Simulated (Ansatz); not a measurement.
# A computed series for RhGe: response to strain

Consider RhGe (space group Pnma, No. 62; a = 5.659 Å, b = 3.261 Å, c = 6.433 Å). Axes: x, y, z lie along a, b, c of the conventional cell.

Strains are applied to the cell and any free atomic positions relax; under biaxial strain the out-of-plane vector relaxes too.

Method: PBEsol (Ansatz, a program for electronic structure), without spin-orbit coupling, earlier PAW set.

Notes on the quantities. pressure: mean of the normal stresses, compression positive.

```json
[
 {"change": "base", "pressure": "0.0 GPa", "shortest interatomic distance": "2.462 Å", "space group": "Pnma (No. 62)"},
 {"change": "biaxial strain −2.14 %, plane normal [001], relaxed out of plane", "pressure": "3.4 GPa", "shortest interatomic distance": "2.445 Å", "space group": "Pnma (No. 62)"},
 {"change": "biaxial strain −1.52 %, plane normal [001], relaxed out of plane", "pressure": "2.4 GPa", "shortest interatomic distance": "2.449 Å", "space group": "Pnma (No. 62)"},
 {"change": "biaxial strain −1.37 %, plane normal [001], relaxed out of plane", "pressure": "2.1 GPa", "shortest interatomic distance": "2.451 Å", "space group": "Pnma (No. 62)"},
 {"change": "biaxial strain +0.35 %, plane normal [001], relaxed out of plane", "pressure": "-0.5 GPa", "shortest interatomic distance": "2.464 Å", "space group": "Pnma (No. 62)"},
 {"change": "biaxial strain +0.55 %, plane normal [001], relaxed out of plane", "pressure": "-0.8 GPa", "shortest interatomic distance": "2.466 Å", "space group": "Pnma (No. 62)"},
 {"change": "isotropic strain +3.75 %", "pressure": "-15.7 GPa", "shortest interatomic distance": "2.534 Å", "space group": "Pnma (No. 62)"},
 {"change": "uniaxial strain ε_xx = −3.81 %", "pressure": "9.1 GPa", "shortest interatomic distance": "2.429 Å", "space group": "Pnma (No. 62)"},
 {"change": "tensor shear ε_xz = −0.76 %", "pressure": "0.1 GPa", "shortest interatomic distance": "2.445 Å", "space group": "P2_1/m (No. 11)"}
]
```

Without a gap, meshes like the base's 8×14×7 leave anisotropic stresses uncertain by several tenths of a GPa, and small strain energies with them. Whether these cells are dynamically stable was not tested. All final runs are without spin polarisation.
